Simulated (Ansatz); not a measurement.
The parent structure is KI in the rock salt structure (space group Fm-3m, No. 225; a = 7.0065 Å). Axes: x, y, z lie along the cube axes.

Method: PBEsol (Ansatz, a program for electronic structure, PAW, without spin-orbit coupling).

Base values:

```
Quantity             Value
-------------  -----------
Band gap           3.87 eV
Gap character  direct at Γ
```

It is then changed as follows: the cell is compressed by 4.24 % along y with no lateral relaxation; the atoms relax in the strained cell.

Q: Predict the new band gap, hole mass, stress and gap character.

A: The band gap grows by 0.08 eV, from 3.87 eV to 3.95 eV; the hole mass comes out as 0.39 mₑ along y, 2.3 mₑ across (at Γ); the stress (xx, yy, zz, yz, xz, xy; compression positive) comes out as (0.16, 1.72, 0.16, 0.00, 0.00, 0.00) GPa; the gap character stays direct at Γ.

Spin-orbit coupling, missing from the scalar runs, can matter with I. Masses are band curvatures over ±0.01 Å⁻¹ around the edge. Stability against distortions was not tested. k-point labels follow each cell's own Brillouin zone.
